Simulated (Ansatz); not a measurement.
```xyz
4
Lattice="4.7930 0.0000 0.0000 0.0000 4.7930 0.0000 0.0000 0.0000 4.7930" Properties=species:S:1:pos:R:3 pbc="T T T"
La     0.0000     0.0000     0.0000
Tl     0.0000     2.3965     2.3965
Tl     2.3965     0.0000     2.3965
Tl     2.3965     2.3965     0.0000
```

Method: PBEsol, DFPT electron-phonon coupling, linearised Boltzmann equation (plane waves, PAW, scalar-relativistic; Ansatz, a program for electronic structure). Geometry: relaxed with this functional, without spin-orbit coupling.

**Question.** Estimate the phonon-limited resistivity at 300 K, by direction if it differs.

**Answer.** 20 μΩ·cm.

**Question.** And the electrons' mean free path at that temperature?

**Answer.** 7.2 nm, weighted by the current that each state carries. Wires not much wider than this gain resistivity from their walls.

A metal at this level (no band gap). Only scattering by harmonic phonons is included (no impurities, grain boundaries, electron-electron scattering or thermal expansion). Spin-orbit coupling is left out, which matters with elements this heavy. The run warned that the eigensolver left some states short of its tolerance. Halving the electron mesh (20x20x20) moves the resistivity by up to 2 % at 300 K, the mean free path by up to 5 %. Smearing 0.20 eV; phonons on a 3x3x3 q mesh, which this run doesn't test.

Formula and space group known from diffraction (Crystallography Open Database), not checked to be the room-temperature form: LaTl3 (Pm-3m).
